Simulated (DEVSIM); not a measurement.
Device: Ti/Al2O3/p-Si capacitor, at 250 K.

```tsv
layer (left to right)	material	thickness (nm)	Na (cm⁻³)
1	Al2O3	13.0	-
2	Si	9300	3.8e15
```

Metal gate on the left, work function 4.33 eV. Fixed charge at the semiconductor interface 2e10 cm⁻² (in units of +e); interface traps 8.4e10 cm⁻² eV⁻¹, uniform in energy, neutral level at 0.7 of the gap above the valence band.

Constants are typed, rounded textbook-type inputs, not results; the design itself was drawn at random and stands for no fabricated device. Values at 300 K; Nc and Nv go as T^1.5, mobilities as T to minus their exponent, the gap by Varshni's rule with the affinity fixed.

```tsv
parameter	Al2O3	Si
gap (eV)	6.8	1.124
affinity (eV)	1.35	4.05
permittivity	9	11.7
Nc (cm⁻³)	-	2.86e19
Nv (cm⁻³)	-	3.1e19
Varshni α (eV/K)	-	0.000473
Varshni β (K)	-	636
```

DEVSIM, 1D Poisson equation in equilibrium, Boltzmann statistics, complete ionisation; no quantum confinement or tunnelling. Metal contacts follow the ideal Schottky-Mott rule: no Fermi-level pinning, no interface dipoles.

Task: Tabulate band edges, carrier densities and field at -0.1 V on the gate.

Result: Energies count from the Fermi level of the right contact; mesh points crowd at the junctions.

```json
[
 {"x (μm)": "0.000", "Ec (eV)": "3.080", "Ev (eV)": "-3.720", "n (cm⁻³)": "< 1e2", "p (cm⁻³)": "< 1e2", "field (V/cm)": "27000"},
 {"x (μm)": "0.001585", "Ec (eV)": "3.084", "Ev (eV)": "-3.716", "n (cm⁻³)": "< 1e2", "p (cm⁻³)": "< 1e2", "field (V/cm)": "27000"},
 {"x (μm)": "0.004762", "Ec (eV)": "3.093", "Ev (eV)": "-3.707", "n (cm⁻³)": "< 1e2", "p (cm⁻³)": "< 1e2", "field (V/cm)": "27000"},
 {"x (μm)": "0.009613", "Ec (eV)": "3.106", "Ev (eV)": "-3.694", "n (cm⁻³)": "< 1e2", "p (cm⁻³)": "< 1e2", "field (V/cm)": "27000"},
 {"x (μm)": "0.01265", "Ec (eV)": "3.114", "Ev (eV)": "-3.686", "n (cm⁻³)": "< 1e2", "p (cm⁻³)": "< 1e2", "field (V/cm)": "27000"},
 {"x (μm)": "0.01397", "Ec (eV)": "0.417", "Ev (eV)": "-0.719", "n (cm⁻³)": "8.5e10", "p (cm⁻³)": "75000", "field (V/cm)": "24000"},
 {"x (μm)": "0.01717", "Ec (eV)": "0.425", "Ev (eV)": "-0.711", "n (cm⁻³)": "5.9e10", "p (cm⁻³)": "110000", "field (V/cm)": "24000"},
 {"x (μm)": "0.02991", "Ec (eV)": "0.455", "Ev (eV)": "-0.681", "n (cm⁻³)": "1.4e10", "p (cm⁻³)": "440000", "field (V/cm)": "24000"},
 {"x (μm)": "0.05545", "Ec (eV)": "0.513", "Ev (eV)": "-0.623", "n (cm⁻³)": "9.7e8", "p (cm⁻³)": "6600000", "field (V/cm)": "22000"},
 {"x (μm)": "0.1207", "Ec (eV)": "0.645", "Ev (eV)": "-0.491", "n (cm⁻³)": "2200000", "p (cm⁻³)": "2.9e9", "field (V/cm)": "18000"},
 {"x (μm)": "0.2837", "Ec (eV)": "0.863", "Ev (eV)": "-0.273", "n (cm⁻³)": "< 1e2", "p (cm⁻³)": "7.5e13", "field (V/cm)": "8600"},
 {"x (μm)": "0.9023", "Ec (eV)": "0.948", "Ev (eV)": "-0.188", "n (cm⁻³)": "< 1e2", "p (cm⁻³)": "3.8e15", "field (V/cm)": "≈ 0"},
 {"x (μm)": "2.235", "Ec (eV)": "0.948", "Ev (eV)": "-0.188", "n (cm⁻³)": "< 1e2", "p (cm⁻³)": "3.8e15", "field (V/cm)": "≈ 0"},
 {"x (μm)": "5.388", "Ec (eV)": "0.948", "Ev (eV)": "-0.188", "n (cm⁻³)": "< 1e2", "p (cm⁻³)": "3.8e15", "field (V/cm)": "≈ 0"},
 {"x (μm)": "8.115", "Ec (eV)": "0.948", "Ev (eV)": "-0.188", "n (cm⁻³)": "< 1e2", "p (cm⁻³)": "3.8e15", "field (V/cm)": "≈ 0"},
 {"x (μm)": "8.834", "Ec (eV)": "0.948", "Ev (eV)": "-0.188", "n (cm⁻³)": "< 1e2", "p (cm⁻³)": "3.8e15", "field (V/cm)": "≈ 0"},
 {"x (μm)": "9.122", "Ec (eV)": "0.948", "Ev (eV)": "-0.188", "n (cm⁻³)": "< 1e2", "p (cm⁻³)": "3.8e15", "field (V/cm)": "≈ 0"},
 {"x (μm)": "9.235", "Ec (eV)": "0.948", "Ev (eV)": "-0.188", "n (cm⁻³)": "< 1e2", "p (cm⁻³)": "3.8e15", "field (V/cm)": "≈ 0"},
 {"x (μm)": "9.291", "Ec (eV)": "0.948", "Ev (eV)": "-0.188", "n (cm⁻³)": "< 1e2", "p (cm⁻³)": "3.8e15", "field (V/cm)": "≈ 0"},
 {"x (μm)": "9.305", "Ec (eV)": "0.948", "Ev (eV)": "-0.188", "n (cm⁻³)": "< 1e2", "p (cm⁻³)": "3.8e15", "field (V/cm)": "≈ 0"},
 {"x (μm)": "9.310", "Ec (eV)": "0.948", "Ev (eV)": "-0.188", "n (cm⁻³)": "< 1e2", "p (cm⁻³)": "3.8e15", "field (V/cm)": "≈ 0"},
 {"x (μm)": "9.313", "Ec (eV)": "0.948", "Ev (eV)": "-0.188", "n (cm⁻³)": "< 1e2", "p (cm⁻³)": "3.8e15", "field (V/cm)": "≈ 0"}
]
```
